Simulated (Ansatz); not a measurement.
Results of PBE0 in Ansatz (plane waves, PAW) for stishovite (SiO2).

Run with plane-wave cutoff 520 eV, 6×6×8 k mesh (along the axes of the cell as run), scalar-relativistic PAW data made under PBE.

Computed at the level's own relaxed cell.

Elastic tensor (GPa, Voigt notation, ions relaxed):

```
  455.5   201.9   200.4     0.0     0.0     0.0
  201.9   455.5   200.4     0.0     0.0     0.0
  200.4   200.4   780.0     0.0     0.0     0.0
    0.0     0.0     0.0   257.2     0.0     0.0
    0.0     0.0     0.0     0.0   257.2     0.0
    0.0     0.0     0.0     0.0     0.0   323.0
```

**Question.** Work out the Voigt, Reuss and Hill averages of the bulk and shear moduli, Young's modulus and Poisson's ratio from the printed constants.

**Answer.** K_V = [C11 + C22 + C33 + 2(C12 + C13 + C23)]/9 = [1691.0 + 2 × 602.7]/9 = 321.8 GPa. G_V = [1691.0 − 602.7 + 3 × 837.4]/15 = 240.0 GPa. From the compliances S = C⁻¹, K_R = 305.4 and G_R = 215.3 GPa. Hill means: K = 313.6, G = 227.7 GPa. E = 9KG/(3K + G) = 550 GPa, ν = (3K − 2G)/(6K + 2G) = 0.21, K/G = 1.38.

Measured, for comparison: elastic constant C11 462 GPa, elastic constant C12 201 GPa, elastic constant C44 258 GPa, elastic constant C33 769 GPa, elastic constant C13 190 GPa (temperature not stated, not corrected to a static lattice; as tabulated in Lakshtanov, Sinogeikin, Hellwig, Katsura, Bass et al., AGU Fall Meeting 2007 …); elastic constant C66 299 GPa (temperature not stated, not corrected to a static lattice, our sources range from 299 to 321; as tabulated in Lakshtanov, Sinogeikin, Hellwig, Katsura, Bass et al., AGU Fall Meeting 2007 …). Computed (rounded) less measured: elastic constant C11 -2 %, elastic constant C12 +0.5 %, elastic constant C44 -0.4 %, elastic constant C33 +1 %, elastic constant C13 +5 %, elastic constant C66 +8 % (+0.6 % to +8 % over the range). A static lattice is as a rule a little smaller and stiffer than an uncorrected measurement, which narrows the difference in the elastic constant C33, elastic constant C13, elastic constant C66 and would widen misses of the other sign.

Ansatz is a first-principles code.
